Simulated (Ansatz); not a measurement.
## GaI3 (P2₁/c, No. 14)

Calculation: r²SCAN (Ansatz, an electronic-structure program, PAW).

Run with plane-wave cutoff 500 eV, 4×6×4 k mesh (along the axes of the cell as run), Fermi–Dirac smearing 0.05 eV, scalar-relativistic PAW data made under PBE.

Cell: relaxed at this level.

For GaI3 (P2₁/c, No. 14), the volume per atom is 44.60 Å³/atom and the band gap is 2.65 eV (on the SCF k mesh).

Note: the volume lies 9 % above that of the published cell; the cell has widely spaced layers and the level no dispersion term, so their spacing and the moduli can rest on weak binding.

Spin–orbit coupling is not included; with these elements it can move the gap by several tenths of an eV or more.

Computed values are for the static lattice.
